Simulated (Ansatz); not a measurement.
## A computed series for hypothetical rock salt GaAs: pressure series

Take GaAs in the rock salt structure (space group Fm-3m, No. 225; a = 5.304 Å; a hypothetical phase, not in the database extracts checked) as the base.

Cell and atoms are relaxed at each pressure.

Calculations: Kohn–Sham DFT with the PBEsol functional, run in Ansatz (a program for electronic structure) with PAW and 420 eV plane waves, without spin-orbit coupling, earlier PAW set.

Two rows of this table had their results exchanged by mistake.

```tsv
pressure	volume per atom (Å³)	shortest distance (Å)	band gap
pressure −2 GPa	19.14	2.675	zero
pressure −1 GPa	17.28	2.585	zero
pressure 0.3 GPa	18.58	2.649	zero
pressure 0.7 GPa	18.50	2.645	zero
pressure 1.5 GPa	18.33	2.637	zero
pressure 3 GPa	18.03	2.622	zero
pressure 5 GPa	17.68	2.605	zero
pressure 7.5 GPa	18.89	2.663	zero
pressure 10 GPa	16.93	2.568	zero
```

Which two?

The rows for pressure −1 GPa and pressure 7.5 GPa: the volume has to fall steadily with pressure, so 18.89 Å³ belongs to pressure −1 GPa and 17.28 Å³ to pressure 7.5 GPa.

Load acts through the strain it causes; cell and atoms are relaxed under it. Whether these cells are dynamically stable was not tested. Competing high-pressure phases were not computed. The final runs are not spin-polarised.
